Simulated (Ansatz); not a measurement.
# What isotropic strain +2.00 % does to MgS

Consider MgS in the rock salt structure (space group Fm-3m, No. 225; a = 5.203 Å).

One thing is altered: the cell is scaled by 1.0200 in all directions, atoms relaxed at fixed cell.

The values are results of r2SCAN in Ansatz (plane waves to 500 eV, PAW, spin-orbit coupling left out), not measurements. Γ-centred 11×11×11 mesh, Fermi–Dirac width 0.05 eV.

- Volume per atom: 18.68 Å³ (base 17.61 Å³)
- Space group: Fm-3m (No. 225) (base Fm-3m (No. 225))
- Shortest interatomic distance: 2.654 Å (base 2.602 Å)
- Energy relative to the base (free energy F): +15 meV/atom
- Pressure: -4.20 GPa (base 0.00 GPa)
- Band gap: 3.33 eV (base 3.46 eV)
- Gap character: indirect, Γ → X (base indirect, Γ → X)
- Mean gap deformation potential ΔEg/Δln V: -2.2 eV
- Width of the top valence band: 2.18 eV (base 2.34 eV)
- Electron mass: 0.52 mₑ along k, 0.30 mₑ across (at X) (base 0.53 mₑ along k, 0.31 mₑ across (at X))
- Valley order (the lowest conduction-band minima on the path, energy above the VBM, named in the base's zone): X along ⟨100⟩ 3.33 eV; Γ 4.16 eV (base X along ⟨100⟩ 3.46 eV; Γ 4.64 eV)

Masses are band curvatures over ±0.01 Å⁻¹ around the edge. Along k means along the line from Γ to the band edge. Whether these cells are dynamically stable was not tested.

Ansatz is an electronic-structure program.
